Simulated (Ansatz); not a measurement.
The starting structures come from a database of crystals and need not be the phases stable at ambient conditions.

Inside the gap of an insulator the Bloch states are evanescent, with a wavenumber k + iκ along the transport direction.

```yaml
crystal:
  lattice:
    - [4.97318, 0.00000, 0.00000]
    - [0.00000, 5.17773, 0.00000]
    - [0.00000, 0.00000, 4.99909]
  atoms:
    - { symbol: Zr, position: [0.26646, 0.03027, 0.74906] }
    - { symbol: Zr, position: [0.73354, 0.96973, 0.24906] }
    - { symbol: Zr, position: [0.26646, 0.46973, 0.24906] }
    - { symbol: Zr, position: [0.73354, 0.53027, 0.74906] }
    - { symbol: O, position: [0.53670, 0.22988, 0.50084] }
    - { symbol: O, position: [0.46330, 0.77012, 0.00084] }
    - { symbol: O, position: [0.53670, 0.27012, 0.00084] }
    - { symbol: O, position: [0.46330, 0.72988, 0.50084] }
    - { symbol: O, position: [0.06736, 0.36503, 0.60611] }
    - { symbol: O, position: [0.93264, 0.63497, 0.10611] }
    - { symbol: O, position: [0.06736, 0.13497, 0.10611] }
    - { symbol: O, position: [0.93264, 0.86503, 0.60611] }
```

Space group of this cell: Pca2_1. The cell is strained (all lengths scaled by 0.98); by r2SCAN its mean pressure is 17.0 GPa.

Transport runs along the normal of the first two printed cell vectors.

The gap is the functional's own. No spin-orbit coupling. Mid-gap values are interpolated on the energy grid.

Q: Estimate the band gap and the smallest decay constant κ at mid-gap that r2SCAN (Ansatz, a program for electronic structure) returns for this system.

A: Gap 4.64 eV on a 6×6×6 mesh; κ = 0.427 1/Å, at the zone centre.
